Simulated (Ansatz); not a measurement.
Input:

```xyz
6
Lattice="3.6182 0.0000 0.0000 0.0000 3.6182 0.0000 1.8091 -1.8091 5.1326" Properties=species:S:1:pos:R:3 pbc="T T T"
Ti     1.8091     1.8091     0.0000
Ti     3.6182     1.8091     2.5663
O      3.6182     0.0000     3.0880
O      3.6182     1.8091     0.5217
O      3.6182     1.8091     4.6108
O      1.8091     1.8091     2.0445
```

No spin polarisation.

Level of theory: r2SCAN, PAW, 500 eV (Ansatz, an electronic-structure program; spin-orbit coupling left out), earlier PAW set. k-mesh 12×12×12 (Γ-centred); smearing 0.05 eV (Fermi–Dirac).

Problem. What band gap does the calculation give?

Solution. 2.98 eV.

Problem. What is the computed space group?

Solution. I4_1/amd (No. 141).

The cells carry an imposed strain or load. Stability against distortions was not tested. The final runs are not spin-polarised. The cell was made from TiO₂ in the anatase structure (space group I4_1/amd, No. 141) by this change: biaxial strain −4.23 %, plane normal [001], relaxed out of plane.
